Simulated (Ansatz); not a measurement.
What Au vacancy does to CuAu

The reference is a 16-atom supercell of CuAu (space group P4/mmm, No. 123; a = 2.8815 Å, c = 3.6148 Å) at its relaxed geometry.

Perturbation: a neutral Au vacancy, atoms relaxed at fixed cell, starting from a slightly rattled geometry.

Computed with DFT with PBE, PAW potentials and a 420 eV plane-wave cutoff in Ansatz (a program for electronic structure), spin-orbit coupling left out. Γ-centred 6×6×6 mesh, Fermi–Dirac width 0.05 eV.

Pressure: -3.8 GPa (base -0.2 GPa)
Largest displacement of a host atom from its site in the perfect cell: 0.06 Å
Mean distance from the defect site to its nearest host atoms: 2.67 Å (base 2.72 Å)

Final structure:

```
Cu8Au7
1.0
    5.76304     0.00000    -3.61476
    0.00000     5.76304    -3.61476
    0.00000     5.76304     3.61476
Cu Au
8 7
Direct
  0.24348   0.75396   0.48796
  0.24347   0.00324   0.75210
  0.24364   0.24655   0.99552
  0.24364   0.51049   0.24472
  0.75678   0.24654   0.50867
  0.75690   0.75396   0.00140
  0.75691   0.48979   0.75210
  0.75679   0.99734   0.24472
  0.00020   0.24579   0.24393
  0.00020   0.50024   0.49840
  0.00020   0.75467   0.75287
  0.50021   0.50035   0.99828
  0.50020   0.00012   0.49852
  0.49129   0.75469   0.24394
  0.50910   0.24578   0.75286
```

Cost of the whole job for the changed cell (relaxation, final SCF and bands): roughly 40 core-minutes.

The cell is small, so the values are those of an ordered compound at a high defect concentration; dilute-limit values will differ. The final runs are not spin-polarised. The defect cell is not spin-polarised.
